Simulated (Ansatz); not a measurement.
Take AlN in the zinc blende structure (space group F-43m, No. 216; a = 4.370 Å) as the base. Axes: x, y, z lie along the cube axes.

Method: plane-wave PAW DFT at the r2SCAN level (Ansatz, a quantum-chemistry and plane-wave program, 500 eV), no spin-orbit coupling.

Strains are applied to the cell and any free atomic positions relax; under biaxial strain the out-of-plane vector relaxes too.

One change was made to it. Results:

The pressure (mean of the normal stresses, compression positive) goes up by 6.859 GPa, from 0.01 GPa to 6.86 GPa; the volume per atom decreases by 0.33 Å³ (10.43 Å³ → 10.10 Å³); the band gap falls by 0.18 eV (3.94 eV → 3.76 eV); the energy rises by 19 meV/atom; the smallest direct gap goes up by 0.18 eV, from 4.84 eV to 5.02 eV.

### Question
What was done to the base?
A) biaxial strain −0.50 %, plane normal [001], relaxed out of plane
B) biaxial strain −1.50 %, plane normal [001], relaxed out of plane
C) biaxial strain −1.00 %, plane normal [001], relaxed out of plane
D) biaxial strain −3.00 %, plane normal [001], relaxed out of plane
E) biaxial strain −2.00 %, plane normal [001], relaxed out of plane

### Answer
D, biaxial strain −3.00 %, plane normal [001], relaxed out of plane. For comparison, the band gap in the other runs: biaxial strain −2.00 %, plane normal [001], relaxed out of plane gives 3.82 eV; biaxial strain −1.50 %, plane normal [001], relaxed out of plane gives 3.85 eV; biaxial strain −0.50 %, plane normal [001], relaxed out of plane gives 3.91 eV; biaxial strain −1.00 %, plane normal [001], relaxed out of plane gives 3.88 eV.

Stability against distortions was not tested. This is not the structure that AlN has at room temperature and ambient pressure.
